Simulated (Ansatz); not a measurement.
The parent structure is SrTiO₃ in the cubic perovskite structure (space group Pm-3m, No. 221).

```yaml
crystal:
  lattice:
    - [3.89108, 0.00000, 0.00000]
    - [0.00000, 3.89108, 0.00000]
    - [0.00000, 0.00000, 3.89108]
  atoms:
    - { symbol: Sr, position: [0.00000, 0.00000, 0.00000] }
    - { symbol: Ti, position: [0.50000, 0.50000, 0.50000] }
    - { symbol: O, position: [0.00000, 0.50000, 0.50000] }
    - { symbol: O, position: [0.50000, 0.50000, 0.00000] }
    - { symbol: O, position: [0.50000, 0.00000, 0.50000] }
```

Levels (all Ansatz, a quantum-chemistry and plane-wave program, PAW): PBEsol (420 eV, scalar-relativistic without spin-orbit coupling); HSE06 (420 eV, no spin-orbit coupling).

Its gap is 1.85 eV with PBEsol and 3.37 eV with HSE06.

Perturbation: a hydrostatic pressure of 30 GPa.

With PBEsol the gap becomes 2.05 eV.

Q: If the HSE06 correction stayed the same, what would the HSE06 gap be, and what does the HSE06 run give?

A: A rigid correction of +1.52 eV gives 3.57 eV. The HSE06 run gives 3.65 eV, so the correction itself changes by +0.08 eV.

Single points use the geometry relaxed with PBEsol. HSE06 was sampled on its mesh, a few special points and the semilocal edge points, so its gap is an upper bound. Load acts through the strain it causes; cell and atoms are relaxed under it. No phonon test of stability was made. Competing high-pressure phases were not computed. The final runs are not spin-polarised. Many cubic perovskites are stable only at high temperature; tilts and polar distortions were not tested.
